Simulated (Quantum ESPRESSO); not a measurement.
Quantum ESPRESSO run on Fe (Im-3m, 1 atom in the cell): self-consistent single point.

Computed with PBEsol, GBRV 1.5 ultrasoft (PBESOL) pseudopotentials (plane waves; Quantum ESPRESSO 7.5).

```xyz
1
Lattice="-1.4350 1.4350 1.4350 1.4350 -1.4350 1.4350 1.4350 1.4350 -1.4350" Properties=species:S:1:pos:R:3 pbc="T T T"
Fe     0.0000     0.0000     0.0000
```
Moments meant for the start (each program seeds them in its own way; μB, in the order of the atoms Fe): 2.5.

Reference input (self-consistent single point, DFT, PBE, plane waves, GBRV 1.5 ultrasoft (PBE) pseudopotentials): ecutwfc = 50 Ry; ecutrho = 400 Ry; occupations = smearing; smearing = fermi-dirac; degauss = 0.0073499 Ry; nspin = 2; potentials = {Fe: fe_pbe_v1.5.uspp.F.UPF}; K_POINTS = automatic 11 11 11 0 0 0; conv_thr = 1e-10 Ry; mixing_beta = 0.4. This run's input differs from it in these lines:

```diff
@@ -26,3 +26,3 @@
 ATOMIC_SPECIES
-Fe    55.8450  fe_pbe_v1.5.uspp.F.UPF
+Fe    55.8450  fe_pbesol_v1.5.uspp.F.UPF
 CELL_PARAMETERS alat
```

Log, with long lists cut:

```
     Self-consistent Calculation

     iteration #  1     ecut=    50.00 Ry     beta= 0.40

     total energy              =    -249.46006995 Ry
     estimated scf accuracy    <       2.35315322 Ry

     total magnetization       =     1.84 Bohr mag/cell
     absolute magnetization    =     1.84 Bohr mag/cell

     iteration #  2     ecut=    50.00 Ry     beta= 0.40

     total energy              =    -250.08045538 Ry
     estimated scf accuracy    <       0.64169962 Ry

     total magnetization       =     2.47 Bohr mag/cell
     absolute magnetization    =     2.49 Bohr mag/cell

     iteration #  3     ecut=    50.00 Ry     beta= 0.40

   [... lines left out ...]

     total magnetization       =     2.26 Bohr mag/cell
     absolute magnetization    =     2.31 Bohr mag/cell

   [... 8 blocks of this kind left out ...]

     iteration # 12     ecut=    50.00 Ry     beta= 0.40

     total energy              =    -250.19534866 Ry
     estimated scf accuracy    <          4.8E-10 Ry

     total magnetization       =     2.32 Bohr mag/cell
     absolute magnetization    =     2.44 Bohr mag/cell

     iteration # 13     ecut=    50.00 Ry     beta= 0.40

     Magnetic moment per site  (integrated on atomic sphere of radius R)
     atom   1 (R=0.413)  charge= 14.4186  magn=  2.3690
     End of self-consistent calculation

     Number of k-points >= 100: set verbosity='high' to print the bands.

     the Fermi energy is    17.1408 ev

!    total energy              =    -250.19534866 Ry
     estimated scf accuracy    <          5.5E-12 Ry
     smearing contrib. (-TS)   =      -0.00257103 Ry
     internal energy E=F+TS    =    -250.19277762 Ry

     total magnetization       =     2.32 Bohr mag/cell
     absolute magnetization    =     2.44 Bohr mag/cell

     convergence has been achieved in  13 iterations

     Forces acting on atoms (cartesian axes, Ry/au):

     atom    1 type  1   force =     0.00000000    0.00000000    0.00000000

     Total force =     0.000000     Total SCF correction =     0.000000

          total   stress  (Ry/bohr**3)                   (kbar)     P=     -141.85
  -0.00096425  -0.00000000  -0.00000000         -141.85       -0.00       -0.00
  -0.00000000  -0.00096425  -0.00000000           -0.00     -141.85       -0.00
  -0.00000000  -0.00000000  -0.00096425           -0.00       -0.00     -141.85

   JOB DONE.
```

The run converged in 13 iterations. Against the reference run the pressure goes from -5.50 to -14.18 GPa and the size of the net moment stays at 2.32 μB/atom.

The starting cell has typed, rounded lattice constants, without a prior relaxation at this level. With one magnetic atom in the cell only a parallel order is possible. With a pressure of about -14 GPa the cell is away from its equilibrium volume at this level.
